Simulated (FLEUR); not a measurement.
Band structure of TiB2 (P6/mmm, 3 atoms in the cell).

```
TiB2
1.0
    3.02593     0.00000     0.00000
   -1.51296     2.62053     0.00000
    0.00000     0.00000     3.22877
Ti B
1 2
Direct
  0.00000   0.00000   0.00000
  0.33333   0.66667   0.50000
  0.66667   0.33333   0.50000
```

Level of theory: FLEUR with PBE, all-electron FLAPW (FLEUR), scalar-relativistic valence.

Settings: Kmax = 3.9 1/bohr; GmaxXC = 15.6 1/bohr; xcFunctional = pbe; jspins = 1; l_soc = F; mode = hist; fermiSmearingEnergy = 0.00499791 Htr; mesh (inpgen div1-3) = 8 8 7; inpgen gamma flag = true; Gmax = 15.6 1/bohr; numbands = 0; maxIterBroyd = 15; imix = Anderson; alpha = 0.05.

The starting cell comes from a database of computed structures (which also holds hypothetical and non-ambient phases and stackings), without a prior relaxation at this level. Spin polarisation is off. Values depend on the basis (sphere radii, cutoffs, local orbitals), which need not be converged.

Levels in eV from the Fermi level, bands 6 to 13:
| point | 6 | 7 | 8 | 9 | 10 | 11 | 12 | 13 |
|---|---|---|---|---|---|---|---|---|
| Γ | -2.66 | -2.66 | -2.40 | -2.18 | 1.83 | 1.83 | 3.61 | 3.61 |
| M | -9.31 | -3.34 | -3.30 | -2.33 | 1.27 | 2.70 | 3.17 | 3.31 |
| K | -8.39 | -7.42 | -1.94 | -1.94 | 1.31 | 1.31 | 1.94 | 6.95 |
| A | -7.67 | -0.62 | -0.62 | -0.24 | -0.24 | 0.38 | 0.38 | 1.56 |
| L | -7.63 | -4.71 | -3.88 | -3.20 | 2.42 | 2.88 | 4.42 | 4.54 |
| H | -8.63 | -5.80 | -3.22 | -3.22 | 2.45 | 4.19 | 4.19 | 4.47 |
